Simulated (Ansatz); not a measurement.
The starting structures come from a database of crystals and need not be the phases stable at ambient conditions.

The decay constant κ of evanescent states in the gap governs leakage through a thin film.

Data:

```xyz
8
Lattice="6.8151 0.0000 0.0000 -3.4075 5.9298 0.0000 3.4075 0.0000 5.9298" Properties=species:S:1:pos:R:3 pbc="T T T"
Tl    -1.7038     5.9298     0.0000
Tl     5.1113     0.0000     0.0000
Ga     1.7038     2.9649     2.9649
Ga     5.1113     2.9649     2.9649
Te     3.4075     2.9649     5.0182
Te     3.4075     2.9649     0.9116
Te     0.0000     5.0182     2.9649
Te     6.8151     0.9116     2.9649
```

Space group of this cell: I4/mcm. The cell was relaxed by PBE-D3(BJ); by PBEsol its mean pressure is -0.7 GPa.

Transport runs along the normal of the first two printed cell vectors, the (110) plane of the conventional cell.

The gap is the functional's own. No spin-orbit coupling. Mid-gap values are interpolated on the energy grid.

### Question
Compute, with PBEsol (Ansatz, a program for electronic structure), the band gap and the smallest decay constant κ at mid-gap.

### Answer
Gap 0.26 eV on a 6×6×6 mesh; κ = 0.068 1/Å, at (0.333, 0.333) of the in-plane reciprocal vectors. At the zone centre, at the nearest computed energy, the slowest state has κ = 0.15 1/Å.
